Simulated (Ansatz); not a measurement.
Start from GaN in the wurtzite structure (space group P6_3mc, No. 186; a = 3.218 Å, c = 5.243 Å). Axes: x lies along a and z along c of the hexagonal cell.

(Cell as relaxed with PBE.)

Levels (all Ansatz, a quantum-chemistry and plane-wave program, PAW): PBE (420 eV, spin-orbit coupling left out); r2SCAN (500 eV, spin-orbit coupling left out).

Each level relaxes its own structure.

```
base                      PBE    r2SCAN
-------------------  --------  --------
volume per atom      11.76 Å³  11.37 Å³
lattice parameter a   3.218 Å   3.183 Å
band gap              1.71 eV   2.35 eV
```

Now apply this change: biaxial strain +0.79 %, plane normal [001], relaxed out of plane (Cartesian); in-plane vectors clamped, the third vector and the atoms free.

```csv
quantity,PBE,r2SCAN
band gap,1.64 eV,2.27 eV
electron mass,"0.14 mₑ out of plane, 0.15 mₑ in plane (at Γ)","0.17 mₑ out of plane, 0.18 mₑ in plane (at Γ)"
volume per atom,11.90 Å³,11.51 Å³
"pressure (mean of the normal stresses, compression positive)",-2.04 GPa,-2.30 GPa
```

PBE's band gap lies 0.636 eV below r2SCAN's; PBE's volume per atom lies 0.39 Å³ above r2SCAN's (3.4 %); PBE's pressure lies 0.26 GPa above r2SCAN's. Neither level is exact; r2SCAN is the comparison here, not a measurement.

Masses are band curvatures over ±0.01 Å⁻¹ around the edge. Whether these cells are dynamically stable was not tested.
